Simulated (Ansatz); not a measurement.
A computed series for GaP: response to strain

Start from GaP in the zinc blende structure (space group F-43m, No. 216).

```yaml
crystal:
  lattice:
    - [0.00000, 2.72566, 2.72566]
    - [2.72566, 0.00000, 2.72566]
    - [2.72566, 2.72566, 0.00000]
  atoms:
    - { symbol: Ga, position: [0.00000, 0.00000, 0.00000] }
    - { symbol: P, position: [0.25000, 0.25000, 0.25000] }
```

Cartesian axes are those of the cell as printed.

Strains are applied to the cell and any free atomic positions relax; under biaxial strain the out-of-plane vector relaxes too.

Calculations: r2SCAN, PAW, 500 eV (Ansatz, a first-principles code; no SOC).

Notes on the quantities. energy relative to the base: free energy F.

| biaxial strain, plane normal [111], relaxed out of plane (%) | energy relative to the base (meV/atom) |
|---|---|
| 0 | 0.0 |
| 0.42 | 0.5 |
| 0.83 | 1.8 |
| 1.25 | 4.0 |
| 1.67 | 7.0 |
| 2.08 | ? |
| 2.5 | 15.5 |

**Question.** Fit ΔE = Aε² + Bε³ (ε in %) to the rows shown and predict the withheld row.

**Answer.** Least squares on the printed values gives A = 2.61 and B = -0.054 meV/atom (largest residual 0.0 meV/atom); this predicts 10.8 meV/atom, and the run gives 10.8 meV/atom, in agreement.

Gaps are read on the SCF mesh and a high-symmetry path. No phonon test of stability was made.
